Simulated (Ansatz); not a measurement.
Consider the formation energy of Cl_i in W (bcc, Im-3m). Reaction: 64 W (bcc) + 1/2 Cl2 (gas) → cell A.

Cell A: a supercell of 64 sites of W (bcc, Im-3m) with Cl off the lattice sites (6 W at 2.12–2.34 Å); spin state with PBE: run without spin, k-point mesh 4×4×4.
```xyz
65
Lattice="11.0287 0.0000 0.0000 -3.6762 10.3979 0.0000 -3.6762 -5.1990 9.0049" Properties=species:S:1:pos:R:3 pbc="T T T"
W     -0.0052    -0.0050    -0.0087
W     -0.9191    -1.3073     2.2556
W      9.1891    -2.5984     4.5042
W      8.2628    -3.8924     6.7426
W     -0.9191     2.6070    -0.0043
W     -1.8329     1.3047     2.2599
W      8.2802    -0.0068     4.5135
W      7.3539    -1.3008     6.7518
W     -1.8396     5.2000     0.0018
W     -2.7484     3.9122     2.2509
W      7.3636     2.6003     4.5038
W      6.4334     1.2922     6.7580
W      8.2628     7.7855     0.0004
W      7.3539     6.4977     2.2494
W      6.4334     5.2065     4.4981
W      5.5031     3.8984     6.7523
W      2.7355    -0.0076    -0.0132
W      1.8394    -1.3245     2.2359
W      0.9120    -2.6020     4.4981
W     -0.0238    -3.8824     6.7552
W      1.8394     2.5986    -0.0291
W      0.9048     1.2532     2.1707
W      0.0106    -0.0232     4.4804
W     -0.9284    -1.2938     6.7426
W      0.9120     5.1965    -0.0043
W      0.0106     3.8917     2.2201
W     -0.9905     2.5742     4.4587
W     -1.8636     1.3020     6.7757
W     -0.0238     7.7914     0.0153
W     -0.9284     6.4862     2.2509
W     -1.8636     5.2170     4.5154
W     -2.8496     3.9080     6.7689
W      5.4575     0.0402     0.0697
W      4.5953    -1.3227     2.2645
W      3.6792    -2.6103     4.5038
W      2.7181    -3.8150     6.7689
W      4.5953     2.6224    -0.0132
W      3.7331     1.2595     2.1816
W      2.7963    -0.0842     4.4872
W      1.8351    -1.2889     6.7523
W      3.6792     5.2056    -0.0087
W      2.7963     3.9282     2.1707
W      2.1442     2.3830     4.1275
W      0.9191     1.2240     6.7974
W      2.7181     7.7695     0.0805
W      1.8351     6.4921     2.2599
W      0.9191     5.2748     4.4587
W     -0.3061     4.1157     7.1286
W      8.2858     0.0465     0.0805
W      7.3512    -1.2988     2.2803
W      6.4427    -2.6054     4.5135
W      5.5037    -3.8760     6.7757
W      7.3512     2.6242     0.0153
W      6.4550     1.3074     2.2645
W      5.5381    -0.0168     4.5009
W      4.6024    -1.2972     6.7580
W      6.4427     5.2115     0.0004
W      5.5381     3.9063     2.2359
W      4.6877     2.5907     4.4872
W      3.7017     1.2818     6.7407
W      5.5037     7.8059     0.0312
W      4.6024     6.5012     2.2556
W      3.7017     5.1967     4.4804
W      2.8286     3.9245     6.7974
Cl     0.9191     3.2494     5.6280
```

Reference: W (bcc, Im-3m), 64 atoms in the cell, the relaxed perfect crystal repeated, atoms not moved again; spin state with PBE: run without spin, k-point mesh 4×4×4 on the run's own vectors.

Reference: an isolated Cl2 molecule (singlet) in a box of 11 × 11 × 14 Å.

Plane-wave PAW calculations with Ansatz (a quantum-chemistry and plane-wave program), its default PAW set, cutoff 420 eV, 500 eV for r2SCAN. The structures are at rest with PBE, within the held lattices; other levels are single points on them. Neutral cells; Fermi-Dirac smearing of at most 0.10 eV in the solids, energies taken to zero width. The lattices are those relaxed with PBE, so at other levels the solids can be strained, which adds to the spread. Larger cells are relaxed from a start prepared with the learned potential CHGNet, on a coarser mesh till forces fall under 0.03 eV/Å, which some starts already meet. A dispersion term (D3(BJ), or D4 for r2SCAN) was computed beside these levels and is taken off wherever the name lacks it. Nuclei at rest; no vibrational terms. No structure search was made; lower ones may exist. The runs are scalar-relativistic, without spin-orbit coupling. The d electrons get no Hubbard U. Values are for these cell sizes. Mesh and cell size may move defect energies by 0.1 eV or more. Cell A has symmetry I4/mmm within 0.02 Å and got no random move, so less symmetric positions, which may lie lower, weren't tried.

**Question.** Estimate the value that PBE returns for this input.

**Answer.** 8.54 eV, for 64 W (bcc) + 1/2 Cl2 (gas) → cell A.

**Question.** How does the value move with the functional?

**Answer.** 
```csv
Level,value (eV),less PBE
r2SCAN,8.33,-0.21
```

The levels shown span 0.21 eV, from r2SCAN (8.33) to PBE (8.54).
